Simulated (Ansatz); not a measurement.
# CdSe, response to strain

The reference is CdSe in the zinc blende structure (space group F-43m, No. 216; a = 6.1333 Å). Axes: x, y, z lie along the cube axes.

Strains are applied to the cell and any free atomic positions relax; under biaxial strain the out-of-plane vector relaxes too; under stress the whole cell relaxes.

Calculations: plane-wave PAW DFT at the r2SCAN level (Ansatz, a quantum-chemistry and plane-wave program, 500 eV), without spin-orbit coupling, earlier PAW set.

Notes on the quantities. pressure: mean of the normal stresses, compression positive; energy relative to the base: free energy F.

```json
[
 {"case": "base", "pressure": "0.01 GPa", "energy relative to the base": "0 meV/atom", "electron mass": "0.093 mₑ (at Γ)", "band gap": "1.03 eV", "shortest interatomic distance": "5.019 bohr"},
 {"case": "biaxial strain −4.63 %, plane normal [001], relaxed out of plane", "pressure": "1.51 GPa", "energy relative to the base": "+18 meV/atom", "electron mass": "0.10 mₑ out of plane, 0.088 mₑ in plane (at Γ)", "band gap": "0.93 eV", "shortest interatomic distance": "4.978 bohr"},
 {"case": "biaxial strain −0.20 %, plane normal [110], relaxed out of plane", "pressure": "0.11 GPa", "energy relative to the base": "+0.1 meV/atom", "electron mass": "0.093 mₑ (at Γ)", "band gap": "1.03 eV", "shortest interatomic distance": "5.014 bohr"},
 {"case": "biaxial strain +3.82 %, plane normal [110], relaxed out of plane", "pressure": "-1.97 GPa", "energy relative to the base": "+20 meV/atom", "electron mass": "–", "band gap": "0.70 eV", "shortest interatomic distance": "5.067 bohr"},
 {"case": "isotropic strain −0.59 %", "pressure": "0.96 GPa", "energy relative to the base": "+1.5 meV/atom", "electron mass": "0.095 mₑ (at Γ)", "band gap": "1.07 eV", "shortest interatomic distance": "4.989 bohr"},
 {"case": "isotropic strain +0.56 %", "pressure": "-0.83 GPa", "energy relative to the base": "+1.3 meV/atom", "electron mass": "0.091 mₑ (at Γ)", "band gap": "1.00 eV", "shortest interatomic distance": "5.047 bohr"},
 {"case": "uniaxial strain ε_zz = +0.70 %", "pressure": "-0.35 GPa", "energy relative to the base": "+0.3 meV/atom", "electron mass": "0.092 mₑ (at Γ)", "band gap": "1.01 eV", "shortest interatomic distance": "5.030 bohr"},
 {"case": "uniaxial stress, 2 GPa compression along x", "pressure": "–", "energy relative to the base": "+33 meV/atom", "electron mass": "0.077 mₑ along x, 0.095 mₑ across (at Γ)", "band gap": "0.75 eV", "shortest interatomic distance": "5.011 bohr"},
 {"case": "tensor shear ε_xz = −2.31 %", "pressure": "-0.02 GPa", "energy relative to the base": "+4.3 meV/atom", "electron mass": "0.092 mₑ (at Γ)", "band gap": "0.91 eV", "shortest interatomic distance": "5.009 bohr"},
 {"case": "uniaxial stress, 0.5 GPa tension along z", "pressure": "–", "energy relative to the base": "+0.8 meV/atom", "electron mass": "0.092 mₑ (at Γ)", "band gap": "1.00 eV", "shortest interatomic distance": "5.025 bohr"}
]
```

A biaxial case was relaxed in a doubled cell and then solved in the primitive one. Effective masses come from finite differences of ±0.01 Å⁻¹. Beyond what the load breaks, stability against distortions was not tested.
